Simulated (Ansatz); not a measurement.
A (5,0) GaN nanotube has 20 atoms in a period of 5.460 Å, a mean diameter of 5.35 Å, and lies 161 meV/atom over the flat sheet relaxed at the same level.

All values below come from PBE (plane waves to 420 eV, PAW; Ansatz, a first-principles code). Mesh 1×1×6. No spin polarisation. It repeats along c; a and b span vacuum. A hypothetical model, rolled from the flat sheet. Symmetry and one short period hold its shape; lower forms weren't sought.

**Question.** Which bending rigidity of the sheet does this imply in the thin-plate picture?

**Answer.** A plate bent to radius R stores D/(2R²) an area. The area an atom is π × 5.35 × 5.460/20 = 4.59 Å², so the stored energy is 0.161/4.59 = 0.0351 eV/Å². With R = 2.675 Å, D = 2R² × 0.0351 = 0.50 eV. At this curvature the harmonic plate is a rough guide.
